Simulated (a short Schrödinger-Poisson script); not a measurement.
Stack: symmetric double-gate stack, SiO2 on p-type Ge(111), at 400 K.

| layer | material | thickness (nm) | Na (cm⁻³) |
|---|---|---|---|
| 1 | SiO2 | 3.7 | - |
| 2 | Ge | 8 | 4e16 |
| 3 | SiO2 | 3.7 | - |

The device is made up for the run: typed textbook-type constants, with dimensions and the other settings drawn at random. SiO2: permittivity 3.9, conduction-band edge (eV) 3.1, gap (eV) 9, electron mass (mₑ) 0.5. Ge: permittivity 16, conduction-band edge (eV) 0, gap (eV) 0.664, Nv at 300 K (cm⁻³) 6e18.

Channel valleys (confinement mass, in-plane density-of-states mass, number): L1 1.59, 0.08, 1; L3 0.09, 0.34, 3. At the gates, both at one voltage, the conduction-band edge of layer 1 lies 3.18 eV − eVg above the Fermi level of the channel. Gaps are held at their typed values at every temperature. Mesh 0.03 nm at interfaces.

From a short Schrödinger-Poisson script (our own, NumPy): 1D Poisson equation in equilibrium, electrons quantum, Hartree (BenDaniel-Duke, 12 states a valley, the channel's in-plane mass for all, wave functions free to enter the dielectric), parabolic valleys, classical holes, full ionisation, no traps, pinning or gate leakage.

The same stack at other levels of the model or other numerical settings:

| run | sheet density of all electrons at Vg = 2.25 V (cm⁻²) | sheet density of all electrons at Vg = 0.45 V (cm⁻²) | capacitance of both gates at Vg = 2.25 V (μF/cm²) | rough cost against the base |
|---|---|---|---|---|
| base | 2.24e13 | 3.98e12 | 1.69 | about 1 |
| electrons treated as classical, Boltzmann | 2.41e13 | 4.40e12 | 1.81 | 0.03 |
| electrons treated as classical, Fermi-Dirac | 2.35e13 | 4.34e12 | 1.74 | 0.09 |
| mesh six times as coarse | 2.24e13 | 3.96e12 | 1.69 | 0.3 |

The classical rows ignore confinement, and Boltzmann statistics overrate the density once the band edge passes the Fermi level.

Only the L valleys are kept; under strong confinement the Δ valleys of Ge fill too.
